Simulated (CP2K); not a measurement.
**Worked example: self-consistent single point of SrO (Fm-3m, 2 atoms in the cell) in CP2K**

Method of the run: PBE, GPW, DZVP-MOLOPT-SR-GTH basis, GTH-PBE potentials (GTH_POTENTIALS) (CP2K 2026.2).

Input:

```
&GLOBAL
  PROJECT run
  RUN_TYPE ENERGY_FORCE
  PRINT_LEVEL LOW
&END GLOBAL
&FORCE_EVAL
  METHOD Quickstep
  STRESS_TENSOR ANALYTICAL
  &DFT
    BASIS_SET_FILE_NAME BASIS_MOLOPT
    POTENTIAL_FILE_NAME GTH_POTENTIALS
    &QS
      METHOD GPW
      EPS_DEFAULT 1E-10
    &END QS
    &MGRID
      CUTOFF 500
      REL_CUTOFF 60
      NGRIDS 5
    &END MGRID
    &SCF
      SCF_GUESS ATOMIC
      EPS_SCF 1E-6
      MAX_SCF 100
      ADDED_MOS 4
      &DIAGONALIZATION
        ALGORITHM STANDARD
      &END DIAGONALIZATION
      &MIXING
        METHOD BROYDEN_MIXING
        ALPHA 0.2
        NBUFFER 10
        BETA 1
      &END MIXING
      &SMEAR ON
        METHOD FERMI_DIRAC
        ELECTRONIC_TEMPERATURE [K] 232.09
      &END SMEAR
    &END SCF
    &KPOINTS
      SCHEME MONKHORST-PACK 11 11 11
    &END KPOINTS
    &XC
      &XC_FUNCTIONAL PBE
      &END XC_FUNCTIONAL
    &END XC
    &PRINT
      &MO
        EIGENVALUES T
        OCCUPATION_NUMBERS T
        NDIGITS 8
        FILENAME mo
        &EACH
          QS_SCF 0
        &END EACH
        ADD_LAST NUMERIC
      &END MO
      &MULLIKEN OFF
      &END MULLIKEN
    &END PRINT
  &END DFT
  &SUBSYS
    &CELL
      A 3.68033200 0.00000000 0.00000000
      B 1.84016600 3.18726100 0.00000000
      C 1.84016600 1.06242000 3.00497900
      PERIODIC XYZ
    &END CELL
    &COORD
      Sr       3.68033200     2.12484050     1.50248950
      O        0.00000000     0.00000000     0.00000000
    &END COORD
    &KIND Sr
      BASIS_SET DZVP-MOLOPT-SR-GTH
      POTENTIAL GTH-PBE-q10
    &END KIND
    &KIND O
      BASIS_SET DZVP-MOLOPT-SR-GTH
      POTENTIAL GTH-PBE-q6
    &END KIND
  &END SUBSYS
  &PRINT
    &FORCES ON
    &END FORCES
    &STRESS_TENSOR ON
    &END STRESS_TENSOR
  &END PRINT
&END FORCE_EVAL
```

The program printed (abridged):

```
 GLOBAL| Method name                                                        CP2K
 GLOBAL| Project name                                                        run
 GLOBAL| Run type                                                   ENERGY_FORCE

 TOTAL NUMBERS AND MAXIMUM NUMBERS

  Total number of            - Atomic kinds:                                   2
                             - Atoms:                                          2
                             - Shell sets:                                     2
                             - Shells:                                        11
                             - Primitive Cartesian functions:                 11
                             - Cartesian basis functions:                     29
                             - Spherical basis functions:                     27

  Maximum angular momentum of- Orbital basis functions:                        2
                             - Local part of the GTH pseudopotential:          2
                             - Non-local part of the GTH pseudopotential:      3

 SCF PARAMETERS         Density guess:                                    ATOMIC
                        max_scf:                                             100
                        max_diis:                                              4
                        eps_scf:                                        1.00E-06
                        eps_diis:                                       1.00E-01
                        eps_eigval:                                     1.00E-05
                        level_shift [a.u.]:                             0.000000
                        added MOs                                         4    0
                        Mixing method:                            BROYDEN_MIXING
                                                charge density mixing in g-space
                        Smear method:                                FERMI_DIRAC
                        Electronic temperature [K]:                        232.1
                        Electronic temperature [a.u.]:                  7.35E-04
                        Accuracy threshold:                             1.00E-10
                        No outer SCF

 Extrapolation method: initial_guess

 Number of electrons:                                                         16
 Number of occupied orbitals:                                                  8
 Number of molecular orbitals:                                                12

 Number of orbital functions:                                                 27
 Number of independent orbital functions:                                     27

 SCF WAVEFUNCTION OPTIMIZATION

  Step     Update method      Time    Convergence         Total energy    Change
     1 NoMix/Diag. 0.20E+00      -     1.91933431       -47.0744300827 -4.71E+01
     2 Broy./Diag. 0.20E+00      -     0.16347837       -44.9209384788  2.15E+00
     3 Broy./Diag. 0.20E+00      -     0.23563505       -46.1706868466 -1.25E+00
     4 Broy./Diag. 0.20E+00      -     0.09096228       -46.9931497719 -8.22E-01
     5 Broy./Diag. 0.20E+00      -     0.08741766       -46.5018459785  4.91E-01
     6 Broy./Diag. 0.20E+00      -     0.00953752       -46.9146741432 -4.13E-01
     7 Broy./Diag. 0.20E+00      -     0.00530705       -46.8971579740  1.75E-02
   [... 2 lines left out ...]
    10 Broy./Diag. 0.20E+00      -     0.00015658       -46.8856453125  1.18E-03
    11 Broy./Diag. 0.20E+00      -     0.00002094       -46.8849749438  6.70E-04
    12 Broy./Diag. 0.20E+00      -     0.00002888       -46.8848908920  8.41E-05
    13 Broy./Diag. 0.20E+00      -     0.00000145       -46.8847960761  9.48E-05
    14 Broy./Diag. 0.20E+00      -     0.00000080       -46.8847955531  5.23E-07

  *** SCF run converged in    14 steps ***

  Electronic density on regular grids:        -15.9999999989        0.0000000011
  Core density on regular grids:               15.9999999989       -0.0000000011
  Total charge density on r-space grids:        0.0000000000
  Total charge density g-space grids:           0.0000000000

  Overlap energy of the core charge distribution:               0.00000000000000
  Self energy of the core charge distribution:               -100.29595536522349
  Core Hamiltonian energy:                                     24.78468614767617
  Hartree energy:                                              36.60787784783212
  Exchange-correlation energy:                                 -7.98140418338628
  Electronic entropic energy:                                  -0.00000000000000
  Fermi energy:                                                 0.29405141897569

  Total energy:                                               -46.88479555310148
  Total energy (extrapolated to T->0):                        -46.88479555310148

 ENERGY| Total FORCE_EVAL ( QS ) energy [hartree]            -46.884796024668766

 FORCES| Atomic forces [hartree/bohr]
 FORCES|   Atom     x               y               z               |f|
 FORCES|      1 -1.23550023E-14 -3.57251701E-15  2.22280023E-16   1.28630622E-14
 FORCES|      2  4.78033864E-15 -2.35344530E-15 -1.91521738E-14   1.98795399E-14
 FORCES| Sum    -7.57466370E-15 -5.92596231E-15 -1.89298938E-14
 FORCES| Total atomic force                                       2.12328387E-14

 STRESS| Analytical stress tensor [bar]
 STRESS|                        x                   y                   z
 STRESS|      x        4.45935159067E+03   1.06166989126E+01   7.50714746509E+00
 STRESS|      y        1.06166989126E+01   4.44783294375E+03   4.48554292093E+00
 STRESS|      z        7.50714746509E+00   4.48554292093E+00   4.44373639477E+03
 STRESS| 1/3 Trace                                             4.45030697640E+03
```

The run converged in 14 iterations.

The starting cell comes from a database of computed structures (which also holds hypothetical and non-ambient phases and stackings), without a prior relaxation at this level. Its lattice was rescaled by a random factor within 2.5 % of one. Values carry the incompleteness of an atom-centred basis.
